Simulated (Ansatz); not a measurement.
The reference is TiO2 in the anatase structure (space group I4_1/amd, No. 141).

```
CELL_PARAMETERS angstrom
     -1.86967     1.86967     4.72754
      1.86967    -1.86967     4.72754
      1.86967     1.86967    -4.72754
ATOMIC_POSITIONS crystal
  Ti 0.75000 0.25000 0.50000
  Ti 0.00000 0.00000 0.00000
  O  0.54202 0.04202 0.50000
  O  0.79202 0.79202 0.00000
  O  0.20798 0.20798 0.00000
  O  0.95798 0.45798 0.50000
```

Cartesian axes are those of the cell as printed.

Computed with LDA (Ansatz, a program for electronic structure, PAW, no SOC).

It is then changed as follows: uniaxial strain ε_xx = +3.00 %, all other strain components held at zero, atoms relaxed at fixed cell.

Question: Predict the stress tensor and what it implies for the stiffness.

Answer: Stress of the strained cell less that of the base (GPa, compression positive):
```
 -10.23    0.00    0.00
   0.00   -4.43    0.00
   0.00    0.00   -4.09
```

Then −Δσ_ii/ε with ε = 0.0300 gives secant stiffness values (nonlinear terms included at this strain): C11 ≈ 341 GPa, C12 ≈ 148 GPa and C13 ≈ 136 GPa.

As a check, the harmonic strain energy −½ V₀ Δσ:ε is 11 meV/atom; the computed energy rise is 11 meV/atom.

Whether these cells are dynamically stable was not tested. All final runs are without spin polarisation.
